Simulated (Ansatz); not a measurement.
A calculation on cubic perovskite CsHgBr3 (idealised or unconfirmed structure) returned lattice constant a 5.600 Å, bulk modulus 28.0 GPa.

### Question
Which level of theory produced these numbers?
(A) PBEsol (Ansatz, an electronic-structure program)
(B) r²SCAN (Ansatz)
(C) PBEsol+SOC (Ansatz)
(D) LDA (Ansatz)

### Answer
B, r²SCAN (Ansatz)

The others give: LDA 5.442 Å, 34.8 GPa; PBEsol+SOC 5.526 Å, 29.0 GPa; PBEsol 5.534 Å, 28.8 GPa.

Unless a cell is named, each level is at its own relaxed cell (LDA 32.23, PBEsol 33.89, PBEsol+SOC 33.76, r²SCAN 35.13 Å³/atom).

Caveats: the relaxation could not lower the start's symmetry, so the cell can be a saddle point above a distorted one (LDA, PBEsol+SOC, PBEsol, r²SCAN). Ansatz's density-functional and Hartree–Fock values are scalar-relativistic unless marked +SOC, with PAW data made under PBE.
